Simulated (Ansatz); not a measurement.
## RbBr: pressure series

Start from RbBr in the rock salt structure (space group Fm-3m, No. 225).

```
CELL_PARAMETERS angstrom
      0.00000     3.50886     3.50886
      3.50886     0.00000     3.50886
      3.50886     3.50886     0.00000
ATOMIC_POSITIONS crystal
  Rb 0.00000 0.00000 0.00000
  Br 0.50000 0.50000 0.50000
```

Cell and atoms are relaxed at each pressure.

Computed with PBE/PAW in Ansatz (a program for electronic structure), no spin-orbit coupling.

Candidates:
(a) pressure 1.5 GPa
(b) pressure 0.7 GPa
(c) pressure 7.5 GPa
(d) pressure 0.3 GPa
(e) pressure 5 GPa

For the base:

The band gap is 4.19 eV.

Q: Order them by band gap, highest first.

A: (c) pressure 7.5 GPa (5.03 eV), (e) pressure 5 GPa (4.83 eV), (a) pressure 1.5 GPa (4.44 eV), (b) pressure 0.7 GPa (4.32 eV), (d) pressure 0.3 GPa (4.25 eV)

Load acts through the strain it causes; cell and atoms are relaxed under it. Stability against distortions was not tested. No other phases were tried under pressure.
